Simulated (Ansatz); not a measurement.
## Electron-phonon data for ScTe (P6_3/mmc)

Here is the system:

```xyz
4
Lattice="4.0431 0.0000 0.0000 -2.0215 3.5014 0.0000 0.0000 0.0000 6.9356" Properties=species:S:1:pos:R:3 pbc="T T T"
Sc     0.0000     0.0000     0.0000
Sc     0.0000     0.0000     3.4678
Te     0.0000     2.3343     1.7339
Te     2.0215     1.1671     5.2017
```

Method: PBEsol, DFPT electron-phonon coupling, linearised Boltzmann equation (plane waves, PAW, scalar-relativistic; Ansatz, a quantum-chemistry and plane-wave program). Cell: relaxed with this functional, without spin-orbit coupling.

- resistivity at 300 K: 55 (x), 55 (y), 35 (z) μΩ·cm
- electron mean free path at 300 K (weighted by the current that each state carries): 4.3 (x), 4.3 (y), 3.9 (z) nm
- electron-phonon coupling λ: 0.37
- transport coupling λ_tr: 0.42 (x), 0.42 (y), 0.43 (z)
- logarithmic mean phonon energy: 13.1 meV
- density of states at the Fermi level: 1.59 states/(eV·spin·cell)
- Tc for μ* = 0.10 (anisotropic Eliashberg): below 1 K
- Tc for μ* = 0.13 (anisotropic Eliashberg): below 1 K

A metal at this level (no band gap). Only scattering by harmonic phonons is included (no impurities, grain boundaries, electron-electron scattering or thermal expansion). Spin-orbit coupling is left out. The self-energy correction of the phonons between q points moved λ by about 4 %. Halving the electron mesh (24x24x12) moves the resistivity by up to 6 % at 300 K, the mean free path by up to 3 %, the coupling by up to 3 %. Smearing 0.20 eV; phonons on a 4x4x2 q mesh, which this run doesn't test and which matters most at low temperature. Tc comes from the anisotropic Migdal-Eliashberg equations with μ*, a chosen number, referred to 17.0 meV.

Formula and space group known from diffraction (Crystallography Open Database), not checked to be the room-temperature form: ScTe (P6_3/mmc).
